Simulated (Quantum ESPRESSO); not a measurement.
Worked example: self-consistent single point of InSe (P1, 4 atoms in the cell) in Quantum ESPRESSO.

Method of the run: PBEsol, GBRV 1.5 ultrasoft (PBESOL) pseudopotentials (plane waves; Quantum ESPRESSO).

The change in words: atoms moved at random. Reference geometry:
```yaml
crystal:
  lattice:
    - [5.82639, -2.05465, 0.00000]
    - [5.82639, 2.05465, 0.00000]
    - [-1.72323, 0.00000, 4.77135]
  atoms:
    - { symbol: In, position: [0.11180, 0.11180, 0.95316] }
    - { symbol: In, position: [0.88820, 0.88820, 0.04684] }
    - { symbol: Se, position: [0.33907, 0.33907, 0.33104] }
    - { symbol: Se, position: [0.66093, 0.66093, 0.66896] }
```

Reference input (self-consistent single point, DFT, PBEsol, plane waves, GBRV 1.5 ultrasoft (PBESOL) pseudopotentials): ecutwfc = 40 Ry; ecutrho = 200 Ry; occupations = fixed; potentials = {In: in_pbesol_v1.4.uspp.F.UPF, Se: se_pbesol_v1.uspp.F.UPF}; K_POINTS = automatic 5 5 4 0 0 0; nbnd = 25; conv_thr = 1e-10 Ry. This run's input differs from it in these lines:

```diff
@@ -23,6 +23,6 @@
 ATOMIC_POSITIONS angstrom
-In   -0.3397338911    0.0000000000    4.5478618723
-In   10.2692918911    0.0000000000    0.2234901277
-Se    3.3806527840    0.0000000000    1.5795083661
-Se    6.5489052160    0.0000000000    3.1918436339
+In   -0.3876787970   -0.0177151923    4.5482960653
+In   10.2800099132    0.0290938440    0.2580204021
+Se    3.3419632471   -0.0031579970    1.5292946576
+Se    6.6248216366   -0.0082206547    3.2070928749
 K_POINTS automatic
```

Output (repeated stretches shortened):

```
     Self-consistent Calculation

     iteration #  1     ecut=    40.00 Ry     beta= 0.70

     total energy              =    -351.30162938 Ry
     estimated scf accuracy    <       3.78883186 Ry

     iteration #  2     ecut=    40.00 Ry     beta= 0.70

     total energy              =    -352.56293672 Ry
     estimated scf accuracy    <       2.33239668 Ry

     iteration #  3     ecut=    40.00 Ry     beta= 0.70

     total energy              =    -353.08464054 Ry
     estimated scf accuracy    <       0.11867867 Ry

   [... 7 blocks of this kind left out ...]

     iteration # 11     ecut=    40.00 Ry     beta= 0.70

     total energy              =    -353.10695035 Ry
     estimated scf accuracy    <          1.4E-10 Ry

     iteration # 12     ecut=    40.00 Ry     beta= 0.70
     End of self-consistent calculation

     highest occupied, lowest unoccupied level (ev):     6.0174    7.2551

!    total energy              =    -353.10695035 Ry
     estimated scf accuracy    <          1.2E-11 Ry

     convergence has been achieved in  12 iterations

     Forces acting on atoms (cartesian axes, Ry/au):

     atom    1 type  1   force =     0.01803298    0.00116145   -0.01160816
     atom    2 type  1   force =    -0.00741184   -0.00565385   -0.00161188
     atom    3 type  2   force =     0.00599987    0.00491581    0.01655182
     atom    4 type  2   force =    -0.01662101   -0.00042341   -0.00333178

     Total force =     0.034241     Total SCF correction =     0.000010

          total   stress  (Ry/bohr**3)                   (kbar)     P=      -13.48
  -0.00009415  -0.00001758   0.00005317          -13.85       -2.59        7.82
  -0.00001758  -0.00012813   0.00001507           -2.59      -18.85        2.22
   0.00005317   0.00001507  -0.00005263            7.82        2.22       -7.74

   JOB DONE.
```

The run converged in 12 iterations. Against the reference run the free energy goes up by 11.9 meV/atom, the pressure goes from -1.74 to -1.35 GPa, the largest force goes from 0.057 to 0.552 eV/Å and the gap on the mesh goes from 1.041 to 1.238 eV.

The starting cell comes from a database of computed structures (which also holds hypothetical and non-ambient phases and stackings), without a prior relaxation at this level. For this run, on top of that: atoms moved at random.

Cost on one core of a shared machine: roughly 60 s.
